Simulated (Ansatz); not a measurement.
An Ansatz (an electronic-structure program) input (PBEsol (Ansatz, PAW, spin-orbit coupling left out)):

Ansatz 0.2 input:
```yaml
crystal:
  lattice:
    - [3.1382385793, 0, 0]
    - [-1.5691192897, 2.7177943329, 0]
    - [0, 0, 13.6390510607]
  atoms:
    - { symbol: Ti, position: [0.3333333333, 0.6666666667, 0.0810867799] }
    - { symbol: Ti, position: [0.6666666667, 0.3333333333, 0.9189132201] }
    - { symbol: Ti, position: [0.6666666667, 0.3333333333, 0.5810867799] }
    - { symbol: Ti, position: [0.3333333333, 0.6666666667, 0.4189132201] }
    - { symbol: Sn, position: [0.3333333333, 0.6666666667, 0.75] }
    - { symbol: Sn, position: [0.6666666667, 0.3333333333, 0.25] }
    - { symbol: C, position: [0, 0, 0] }
    - { symbol: C, position: [0, 0, 0.5] }
basis: { ecutwfc: 420, ecutrho_ratio: 4, xc_grid: 2, fft_grid_basis: typed }
kpoints: { mp_grid: { grid: [17, 17, 4] } }
hamiltonian:
  xc: pbesol
  dispersion: none
  pseudopotentials: { kind: paw }
scf: { occupations: { method: fermi_dirac, width: 0.05 }, convergence: { dr2_threshold: 0.0000000008 } }
output: { forces: true, stress: true }
```

Which symmetry and how many k-points will the program report, and about how many plane waves at Γ?

Space group P63/mmc (ITA 194) with 24 operations, k-points 99 of 1156, and 2253 plane waves at Γ.

Whether these cells are dynamically stable was not tested. All final runs are without spin polarisation. The cell is Ti2SnC (space group P6_3/mmc, No. 194; a cell from a computed database, its experimental status unchecked).
